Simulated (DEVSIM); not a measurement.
Device: Ti/Si3N4/p-In0.53Ga0.47As capacitor, at 300 K.

Layer 1 from the left is Si3N4, thickness (nm) 20.0. Layer 2 from the left is In0.53Ga0.47As, thickness (nm) 11000, Na (cm⁻³) 1.4e15.

Metal gate on the left, work function 4.33 eV. Fixed charge at the semiconductor interface 2.8e10 cm⁻² (in units of +e); interface traps 4.4e11 cm⁻² eV⁻¹, uniform in energy, neutral level at 0.3 of the gap above the valence band.

Constants are typed, rounded textbook-type inputs, not results; the design itself was drawn at random and stands for no fabricated device. Values at 300 K.

Si3N4: gap (eV) 5.1, affinity (eV) 2.1, permittivity 7.5. In0.53Ga0.47As: gap (eV) 0.74, affinity (eV) 4.51, permittivity 13.9, Nc (cm⁻³) 2.1e17, Nv (cm⁻³) 7.7e18.

Model (solved in DEVSIM): 1D Poisson equation in equilibrium, Boltzmann statistics, complete ionisation; no quantum confinement or tunnelling. Metal contacts follow the ideal Schottky-Mott rule: no Fermi-level pinning, no interface dipoles.

Question: What does the simulation give for the threshold voltage (band bending 2φF), the minimum of the low-frequency capacitance?

Answer: threshold voltage (band bending 2φF) -0.20 V; minimum of the low-frequency capacitance 0.0730 μF/cm².
